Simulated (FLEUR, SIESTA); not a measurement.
A SIESTA input for a self-consistent single point of TiSi2 (Fddd, 6 atoms in the cell) (DFT, GGA PBE, numerical atomic orbitals TZP, PseudoDojo PBE standard norm-conserving potentials (rewritten from UPF to PSML)):

```
# files in the folder: Ti.psml Si.psml (PseudoDojo PBE standard)
SystemName  TiSi2
SystemLabel siesta

NumberOfAtoms                6
NumberOfSpecies              2
%block ChemicalSpeciesLabel
  1 22 Ti
  2 14 Si
%endblock ChemicalSpeciesLabel
LatticeConstant              1.0 Ang
%block LatticeVectors
     0.000000000    4.124746000    4.270385000
     2.393706000    0.000000000    4.270385000
     2.393706000    4.124746000    0.000000000
%endblock LatticeVectors
AtomicCoordinatesFormat      ScaledCartesian
%block AtomicCoordinatesAndAtomicSpecies
     2.393706000    4.124746000    4.270385000  1
     3.590559000    6.187119000    6.405577500  1
     2.393706000    6.908372086    4.270385000  2
     2.393706000    1.341119914    4.270385000  2
     1.196853000    3.403492914    2.135192500  2
     1.196853000    0.721253086    2.135192500  2
%endblock AtomicCoordinatesAndAtomicSpecies

XC.functional                GGA
XC.authors                   PBE
PAO.BasisSize                TZP
PAO.EnergyShift              0.01 Ry
MeshCutoff                   400 Ry
%block kgrid.MonkhorstPack
    7   0   0  0.0
    0   7   0  0.0
    0   0   7  0.0
%endblock kgrid.MonkhorstPack
OccupationFunction           MP
OccupationMPOrder            0
ElectronicTemperature        2320.9 K

MaxSCFIterations             150
SCF.Mixer.Method             Broyden
SCF.Mixer.Weight             0.2
SCF.Mixer.History            6
SCF.DM.Tolerance             1.0E-05
Diag.ParallelOverK           true
WriteForces                  true
```

**Question.** Translate this input to FLEUR.

**Answer.** This is the input that was run; spellings and numerical settings could be chosen otherwise.

Input of the input generator:

```
TiSi2 crystal
&input film=f /
-0.0000000000 7.7946402736 8.0698580967
4.5234487629 -0.0000000000 8.0698580967
4.5234487629 7.7946402736 -0.0000000000
1.0
1.0 1.0 1.0

6
22 0.5000000000 0.5000000000 0.5000000000
22 0.7500000000 0.7500000000 0.7500000000
14 0.8374300000 0.1625700000 0.8374300000
14 0.1625700000 0.8374300000 0.1625700000
14 0.4125700000 0.0874300000 0.4125700000
14 0.0874300000 0.4125700000 0.0874300000

&comp jspins=1 /
&kpt div1=7 div2=7 div3=7 /
&end /
```

```xml
<?xml version="1.0" encoding="UTF-8" standalone="no"?>
<fleurInput fleurInputVersion="0.39">
   <comment>
      TiSi2 crystal                                                                                       
   </comment>
   <calculationSetup>
      <cutoffs Kmax="4.4" Gmax="13.2" GmaxXC="13.2" numbands="0"/>
      <scfLoop itmax="80" minDistance="0.00001" maxIterBroyd="99" imix="Anderson" alpha="0.05" precondParam="0.0" spinf="2.0"/>
      <coreElectrons ctail="T" frcor="F" kcrel="0" coretail_lmax="0"/>
      <xcFunctional name="pbe" relativisticCorrections="F"/>
      <magnetism jspins="1"/>
      <soc l_soc="F" theta="0.0" phi="0.0" spav="F"/>
      <expertModes spex="0" secvar="F"/>
      <geometryOptimization l_f="T" forcealpha="1.0" forcemix="BFGS" epsdisp="0.00001" epsforce="0.00001"/>
      <ldaU l_linMix="F" mixParam="0.05" spinf="1.0"/>
   </calculationSetup>
   <cell>
      <bzIntegration valenceElectrons="40.0" mode="gauss" fermiSmearingEnergy="0.00734986">
         <kPointListSelection listName="default-1"/>
         <!-- k-points included here -->
         <xi:include xmlns:xi="http://www.w3.org/2001/XInclude" href="kpts.xml"> </xi:include>
      </bzIntegration>
      <!-- symmetry operations included here -->
      <xi:include xmlns:xi="http://www.w3.org/2001/XInclude" href="sym.xml"> </xi:include>
      <bulkLattice scale="1.0">
         <bravaisMatrix>
            <row-1>    0.0000000000000000     7.7946402735999998     8.0698580967000009</row-1>
            <row-2>    4.5234487629000002     0.0000000000000000     8.0698580967000009</row-2>
            <row-3>    4.5234487629000002     7.7946402735999998     0.0000000000000000</row-3>
         </bravaisMatrix>
      </bulkLattice>
   </cell>
   <atomSpecies>
      <species name="Titanium (Ti)" element="Ti" atomicNumber="22">
         <mtSphere radius="2.27" gridPoints="801" logIncrement="0.015"/>
         <atomicCutoffs lmax="10" lnonsphr="8"/>
         <electronConfig flipSpins="F">
            <coreConfig>(1s1/2) (2s1/2) (2p1/2) (2p3/2)</coreConfig>
            <valenceConfig>(3s1/2) (3p1/2) (3p3/2) (4s1/2) (3d3/2) (3d5/2)</valenceConfig>
            <stateOccupation state="(3d3/2)" spinUp="0.4" spinDown="0.4"/>
            <stateOccupation state="(3d5/2)" spinUp="0.6" spinDown="0.6"/>
         </electronConfig>
         <energyParameters s="4" p="4" d="3" f="4"/>
         <lo type="SCLO" l="0" n="3" eDeriv="0"/>
         <lo type="SCLO" l="1" n="3" eDeriv="0"/>
      </species>
      <species name="Silicon (Si)" element="Si" atomicNumber="14">
         <mtSphere radius="2.22" gridPoints="783" logIncrement="0.015"/>
         <atomicCutoffs lmax="8" lnonsphr="6"/>
         <electronConfig flipSpins="F">
            <coreConfig>(1s1/2) (2s1/2) (2p1/2) (2p3/2)</coreConfig>
            <valenceConfig>(3s1/2) (3p1/2) (3p3/2)</valenceConfig>
            <stateOccupation state="(3p1/2)" spinUp="0.3333333333333" spinDown="0.3333333333333"/>
            <stateOccupation state="(3p3/2)" spinUp="0.6666666666667" spinDown="0.6666666666667"/>
         </electronConfig>
         <energyParameters s="3" p="3" d="3" f="4"/>
      </species>
   </atomSpecies>
   <atomGroups>
      <atomGroup species="Titanium (Ti)">
         <relPos label="                   1">3.000/8.000 3.000/8.000 3.000/8.000</relPos>
         <relPos label="                   2">-3.000/8.000 -3.000/8.000 -3.000/8.000</relPos>
         <force calculate="T" relaxXYZ="TTT"/>
      </atomGroup>
      <atomGroup species="Silicon (Si)">
         <relPos label="                   3">-.2875700000 .0375700000 -.2875700000</relPos>
         <relPos label="                   4">.0375700000 -.2875700000 .0375700000</relPos>
         <relPos label="                   5">.2875700000 -.0375700000 .2875700000</relPos>
         <relPos label="                   6">-.0375700000 .2875700000 -.0375700000</relPos>
         <force calculate="T" relaxXYZ="TTT"/>
      </atomGroup>
   </atomGroups>
   <output dos="F" band="F" slice="F">
      <checks vchk="F" cdinf="F"/>
      <bandDOS minEnergy="-.5*Htr" maxEnergy="0.5*Htr" sigma="0.015" storeEVData="T"/>
      <vacuumDOS vacdos="F" integ="F" star="F" nstars="0" locx1="0.0" locy1="0.0" locx2="0.0" locy2="0.0" nstm="0" tworkf="0.0"/>
      <unfoldingBand unfoldBand="F" supercellX="1" supercellY="1" supercellZ="1"/>
      <plotting iplot="0" polar="F">
         <plot TwoD="T" vec1="  1.0  0.0  0.0" vec2="  0.0  1.0  0.0" vec3="  0.0  0.0  1.0" zero="  0.0  0.0  0.0" file="plot"/>
      </plotting>
      <chargeDensitySlicing numkpt="0" minEigenval="0.0" maxEigenval="0.0" nnne="0" pallst="F"/>
      <specialOutput eonly="F"/>
      <magneticCircularDichroism mcd="F" energyLo="-10.0" energyUp="0.0"/>
   </output>
  <!-- We include the file relax.xml here to enable relaxations (see documentation) -->
  <xi:include xmlns:xi="http://www.w3.org/2001/XInclude" href="relax.xml"> <xi:fallback/> </xi:include>
</fleurInput>
```

Basis, cutoffs, solver keys and any potentials are the target program's own. This input uses DFT, PBE, all-electron FLAPW (FLEUR), scalar-relativistic valence.

The starting cell comes from a database of computed structures (which also holds hypothetical and non-ambient phases and stackings), without a prior relaxation at this level. Its lattice was rescaled by a random factor within 2.5 % of one. For this run, on top of that: lattice scaled by 0.98.
